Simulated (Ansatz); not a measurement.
We consider NiO (model structure, started from the CsCl type, Pm-3m, No. 221, 2 atoms in the cell), described by r²SCAN in Ansatz (PAW).

Run with plane-wave cutoff 560 eV, 22×22×22 k mesh, Fermi–Dirac smearing 0.05 eV, spin-polarised with parallel moments, scalar-relativistic PAW data made under PBE.

Cell (relaxed at this level):

```
NiO
1.0
    2.58783     0.00000     0.00000
    0.00000     2.58783     0.00000
    0.00000     0.00000     2.58783
Ni O
1 1
Direct
  0.00000   0.00000   0.00000
  0.50000   0.50000   0.50000
```
Starting moments (μB, in the order of the record's atoms Ni O): 2.0 0.0.

Question: What does this level give for the bulk modulus B0?

Answer: 
bulk modulus B0: 214 GPa

Note: the magnetic order was assumed, not searched for or taken from measurement; the bulk modulus is −V dP/dV from two relaxed cells at ±2 % in volume; the relaxation could raise the start's symmetry but not lower it, so the cell can be a saddle point; functionals without U or exact exchange can leave correlated insulators metallic, so the missing gap need not be real.

The computed numbers hold no vibrational or temperature effects.

It cost very roughly 7 core-minutes of CPU time.

A model structure was made by putting elements into a prototype or built by hand; it is no filed structure, need not be a known phase, and can be a saddle point held by its symmetry.

Ansatz is a program for electronic structure.
